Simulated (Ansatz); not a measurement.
Take Ge in the diamond structure (space group Fd-3m, No. 227; a = 5.6744 Å) as the base. Axes: x, y, z lie along the cube axes.

The values are results of r2SCAN (Ansatz, an electronic-structure program), no SOC, not measurements.

Before the change:

The valence-band top at Γ comes out as 0.00, 0.00, 0.00 eV.

The change: biaxial strain −3.00 %, plane normal [001], relaxed out of plane (Cartesian); in-plane vectors clamped, the third vector and the atoms free.

Q: Estimate the effect on the ratio −ε⊥/ε∥.

A: The ratio −ε⊥/ε∥ comes out as 0.69.

Q: Estimate the effect on the energy relative to the base.

A: The energy rises by 19 meV/atom.

Q: Estimate the effect on the valence-band top at Γ.

A: The valence-band top at Γ (three highest levels, from the VBM) becomes 0.00, 0.00, -0.45 eV (base: 0.00, 0.00, 0.00 eV).

The levels and masses belong to the bands next to the band gap. No phonon test of stability was made.
